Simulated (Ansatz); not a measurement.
Consider interstitial P in hcp Ru, neutral cell. Method: PBE, PAW (plane waves to 420 eV; Ansatz, an electronic-structure program).

Cell of 36 host sites held at the relaxed PBE lattice; a 2×2×2 k-point mesh shifted by half a step along c; Fermi-Dirac width 0.10 eV, spin-restricted; finite-size errors left in. No zero-point or tunnelling terms. Sites that were not tried may lie lower.

Barriers: single points on a 4×4×4 k-point mesh shifted by half a step along c at the bands' geometries.

The step: one P atom jumps by itself; the atom moves 2.14 Å along (0.00, 0.00, -0.50) of the unit cell; the moving atom starts with neighbours 6 Ru at 2.14 Å and ends with 6 Ru at 2.14 Å.

Problem. Give the migration barrier of this step at the level PBE, PAW.

Solution. 1.46 eV, the same both ways. At the saddle the moving atom has neighbours 3 Ru at 1.99 Å. The program found a first-order saddle point.
